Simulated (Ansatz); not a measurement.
Consider InP in the zinc blende structure (space group F-43m, No. 216; a = 5.878 Å). Axes: x, y, z lie along the cube axes.

Computed with DFT with PBEsol, PAW potentials and a 420 eV plane-wave cutoff in Ansatz (an electronic-structure program), no SOC.

One thing is altered: the cell is stretched by 1.50 % along z with no lateral relaxation, atoms relaxed at fixed cell.

Question: Predict the stress tensor and what it implies for the stiffness.

Answer: Stress of the strained cell less that of the base (GPa, compression positive):
```
  -0.75    0.00    0.00
   0.00   -0.75    0.00
   0.00    0.00   -1.40
```

Then −Δσ_ii/ε with ε = 0.0150 gives secant stiffness values (nonlinear terms included at this strain): C33 ≈ 93 GPa, C13 ≈ 50 GPa and C23 ≈ 50 GPa.

Stability against distortions was not tested.
